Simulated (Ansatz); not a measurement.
Base system: TlCl in the CsCl type structure (space group Pm-3m, No. 221; a = 3.900 Å).

All numbers come from Ansatz (an electronic-structure program), PBE, PAW, cutoff 420 eV, no SOC.

Strains are applied to the cell and any free atomic positions relax.

One change was made to it. Results:

The electron mass becomes 0.20 mₑ along k, 0.33 mₑ across (at X) (base: 0.18 mₑ along k, 0.31 mₑ across (at X)); the band gap grows by 0.12 eV, from 2.20 eV to 2.32 eV; the energy increases by 6.8 meV/atom; the hole mass changes from 0.31 mₑ along k, 0.64 mₑ across (at X) to 0.37 mₑ along k, 0.69 mₑ across (at X).

Question: Name the change that was made.
(A) isotropic strain +0.50 %
(B) isotropic strain −2.00 %
(C) isotropic strain −3.00 %
(D) isotropic strain +2.00 %
(E) isotropic strain −1.50 %

Answer: D, isotropic strain +2.00 %. For comparison, the band gap in the other runs: isotropic strain +0.50 % gives 2.23 eV; isotropic strain −1.50 % gives 2.09 eV; isotropic strain −2.00 % gives 2.05 eV; isotropic strain −3.00 % gives 1.97 eV.

Spin-orbit coupling, missing from the scalar runs, can matter with Tl. Masses are band curvatures over ±0.01 Å⁻¹ around the edge. Along k means along the line from Γ to the band edge. Whether these cells are dynamically stable was not tested.
